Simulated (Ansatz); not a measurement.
The parent structure is Ti in the hcp (Mg type) structure (space group P6_3/mmc, No. 194; a = 2.939 Å, c = 4.650 Å).

All numbers come from Kohn–Sham DFT with the PBE functional, run in Ansatz (a quantum-chemistry and plane-wave program) with PAW and 420 eV plane waves, without spin-orbit coupling, earlier PAW set.

Base values:

c/a ratio: 1.582
Lattice parameter a: 2.939 Å

Modification: a hydrostatic pressure of 30 GPa.

**Question.** Predict the new c/a ratio and lattice parameter a.

**Answer.** The c/a ratio rises by 0.010 to 1.592; the lattice parameter a shrinks by 0.188 Å to 2.751 Å.

Load acts through the strain it causes; cell and atoms are relaxed under it. No phonon test of stability was made. No other phases were tried under pressure. All final runs are without spin polarisation.
